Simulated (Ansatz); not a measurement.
Take Ge in the diamond structure (space group Fd-3m, No. 227; a = 5.6744 Å) as the base. Axes: x, y, z lie along the cube axes.

Calculations: r2SCAN (Ansatz, a program for electronic structure; PAW; 500 eV plane waves; without spin-orbit coupling).

Before the change:

| Item | Result |
|---|---|
| Pressure | 0.0 GPa |
| Band gap | 0.36 eV |

Modification: biaxial strain +1.50 %, plane normal [001], relaxed out of plane (Cartesian); in-plane vectors clamped, the third vector and the atoms free.

Problem. How does this affect the pressure and band gap?

Solution. The pressure (mean of the normal stresses, compression positive) goes from zero to -1.3 GPa; the band gap goes from 0.36 eV to zero.

Whether these cells are dynamically stable was not tested. Gaps under 0.05 eV, about the width of the smearing, are given as zero. A zero or small gap of Ge under biaxial strain +1.50 %, plane normal [001], relaxed out of plane can be the functional's error rather than a property of the material.
